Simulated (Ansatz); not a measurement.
**A series of runs on NbRe3 (Pm-3m, 4 atoms in the cell)**

Space group Pm-3m (No. 221); a = b = c = 3.908 Å, α = β = γ = 90.00°

```csv
atom,site,symmetry,x,y,z
Re,3c,4/mm.m,0.0000,0.5000,0.5000
Nb,1a,m-3m,0.0000,0.0000,0.0000
```

Base run A: PBE (Ansatz, an electronic-structure program), self-consistent single point.

Its settings: basis.ecutwfc = 420 eV; kpoints.mp_grid.grid = 7 7 7; hamiltonian.xc = pbe; hamiltonian.pseudopotentials = {kind: paw} (the program's default PAW files); scf.occupations.method = cold; scf.occupations.width = 0.136 eV.

The starting cell was generated: these elements placed on a structure prototype, without a prior relaxation; it need not be a known phase or ordering of this composition. Spin polarisation is off. In the base run, with a pressure of about 19 GPa the cell is away from its equilibrium volume at this level. Ansatz's pressure includes its estimate of the finite-basis (Pulay) stress.

ΔF is the free energy per atom less that of run A. 

Runs:
- B: scf.algorithm: default → direct_min
- C: scf.eigensolver.kind: default (the program chose band_cg) → davidson
- D: basis.precision: default → f64
- E: scf.self_checks: default → high

```
run  ΔF (meV/atom)  pressure (GPa)  iterations
---  -------------  --------------  ----------
A             0.00           18.73           6
B             0.00           18.73           9
C             0.00           18.73           7
D             0.00           18.73           6
E             0.00           18.73           6
```

Runs B, C, D, E gave the same state as A (within 1 meV/atom). The fewest iterations to that state were 6 (A, D, E); the most were 9.

Keys are those of Ansatz 0.2.
